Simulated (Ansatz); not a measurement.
Given:

```xyz
2
Lattice="3.4788 0.0000 0.0000 0.0000 3.4788 0.0000 0.0000 0.0000 3.4788" Properties=species:S:1:pos:R:3 pbc="T T T"
Lu     1.7394     1.7394     1.7394
Au     0.0000     0.0000     0.0000
```

Method: PBEsol, DFPT electron-phonon coupling, linearised Boltzmann equation (plane waves, PAW, scalar-relativistic; Ansatz, a program for electronic structure). How the cell was made: relaxed with this functional, without spin-orbit coupling.

Q: What phonon-limited resistivity does this give at 300 K?

A: 18.8 μΩ·cm.

Q: How long is the mean free path there?

A: 6.4 nm, weighted by the current that each state carries. Wires not much wider than this gain resistivity from their walls.

A metal at this level (no band gap). Only scattering by harmonic phonons is included (no impurities, grain boundaries, electron-electron scattering or thermal expansion). Spin-orbit coupling is left out, which matters with elements this heavy. The squared frequency of the phonon mode least converged on the k mesh is uncertain by about 15 %. The run warned that the eigensolver left some states short of its tolerance. Halving the electron mesh (24x24x24) moves the resistivity by up to 9 % at 300 K, the mean free path by up to 5 %. Smearing 0.20 eV; phonons on a 4x4x4 q mesh, which this run doesn't test.

Formula and space group known from diffraction (Crystallography Open Database), not checked to be the room-temperature form: LuAu (Pm-3m).
